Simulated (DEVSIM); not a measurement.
Structure: abrupt GaP n-p junction, at 400 K.

```tsv
layer (left to right)	material	thickness (μm)	Nd (cm⁻³)	Na (cm⁻³)	τn (s)	τp (s)
1	GaP	0.400	1.3e16	-	3e-7	3e-7
2	GaP	16.0	-	5.5e17	3e-7	3e-7
```

Left contact: ohmic. Right contact: ohmic. Voltage is applied to the left contact. Recombination: SRH at mid-gap, radiative, Auger. Mobility is μmin + (μ − μmin)/(1 + (N/Nref)^α).

This is a model device: material constants are rounded textbook-type values typed into the input, and sizes, dopings and lifetimes were drawn at random. Values at 300 K; Nc and Nv go as T^1.5, mobilities as T to minus their exponent, the gap by Varshni's rule with the affinity fixed.

| parameter | GaP |
|---|---|
| gap (eV) | 2.26 |
| affinity (eV) | 3.8 |
| permittivity | 11.1 |
| Nc (cm⁻³) | 1.8e19 |
| Nv (cm⁻³) | 1.9e19 |
| μn (cm²/Vs) | 250 |
| μp (cm²/Vs) | 150 |
| μn,min | 10 |
| μp,min | 10 |
| Nref,n | 4.4e18 |
| Nref,p | 1e18 |
| αn | 0.8 |
| αp | 0.85 |
| T exponent of μn | 1.6 |
| T exponent of μp | 1.98 |
| B (cm³/s) | 1e-13 |
| Cn (cm⁶/s) | 1e-30 |
| Cp (cm⁶/s) | 1e-30 |
| Varshni α (eV/K) | 0.00058 |
| Varshni β (K) | 372 |

DEVSIM, 1D drift-diffusion, Boltzmann statistics, complete ionisation; no tunnelling, impact ionisation, image-force lowering or self-heating.

### Question
Tabulate band edges, carrier densities and field at -2.05 V on the left contact.

### Answer
Energies count from the Fermi level of the right contact; mesh points crowd at the junctions.

```
x (μm)   Ec (eV)  Ev (eV)  n (cm⁻³)  p (cm⁻³)  field (V/cm)
-------  -------  -------  --------  --------  ------------
0.000      2.314    0.097    1.3e16     < 1e2         -3100
0.02483    2.307    0.089    1.6e16    4.1e15         -2900
0.06863    2.296    0.078    2.2e16    1.0e16         -2100
0.1556     2.282    0.064    3.3e16    2.0e16         -1200
0.2992     2.268    0.051    4.8e16    3.6e16          -720
0.3601     2.268    0.050    4.9e16    4.7e16          1900
0.3921     2.295    0.078    2.2e16    1.1e17         22000
0.4203     2.348    0.130    4.7e15    5.3e17          1900
0.4682     2.348    0.131    4.6e15    5.5e17          -170
0.5678     2.347    0.129    4.6e15    5.5e17          -170
0.7591     2.343    0.126    4.5e15    5.5e17          -170
1.394      2.333    0.115    4.5e15    5.5e17          -170
2.409      2.316    0.098    4.4e15    5.5e17          -170
4.605      2.279    0.062    4.3e15    5.5e17          -170
10.63      2.178   -0.040    3.7e15    5.5e17          -170
13.52      2.129   -0.088    2.9e15    5.5e17          -170
15.03      2.104   -0.114    1.8e15    5.5e17          -170
15.75      2.091   -0.126    1.0e15    5.5e17          -170
16.16      2.085   -0.133    4.1e14    5.5e17          -170
16.30      2.082   -0.135    1.8e14    5.5e17          -170
16.36      2.081   -0.136    7.1e13    5.5e17          -170
16.40      2.080   -0.137     < 1e2    5.5e17          -170
```
